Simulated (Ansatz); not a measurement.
The reference is Ru in the hcp (Mg type) structure (space group P6_3/mmc, No. 194; relaxed with 0.1 eV smearing).

```yaml
crystal:
  lattice:
    - [2.69139, 0.00000, 0.00000]
    - [-1.34570, 2.33081, 0.00000]
    - [0.00000, 0.00000, 4.24891]
  atoms:
    - { symbol: Ru, position: [0.66667, 0.33333, 0.75000] }
    - { symbol: Ru, position: [0.33333, 0.66667, 0.25000] }
```

Cartesian axes are those of the cell as printed.

The values are results of Kohn–Sham DFT with the PBEsol functional, run in Ansatz (a program for electronic structure) with PAW and 420 eV plane waves, spin-orbit coupling left out, not measurements.

Before the change:

```
Quantity                         Value
-----------------------------  -------
Shortest interatomic distance  2.632 Å
```

Perturbation: uniaxial strain ε_xx = +1.00 %, all other strain components held at zero, atoms relaxed at fixed cell.

### Question
How does this affect the stress, shortest interatomic distance and energy relative to the base?

### Answer
The stress (xx, yy, zz, yz, xz, xy; compression positive) amounts to (-6.0, -2.0, -1.8, 0.0, 0.0, 0.0) GPa; the shortest interatomic distance grows by 0.002 Å (2.632 Å → 2.634 Å); the energy goes up by 2.5 meV/atom.

Whether these cells are dynamically stable was not tested. All final runs are without spin polarisation.
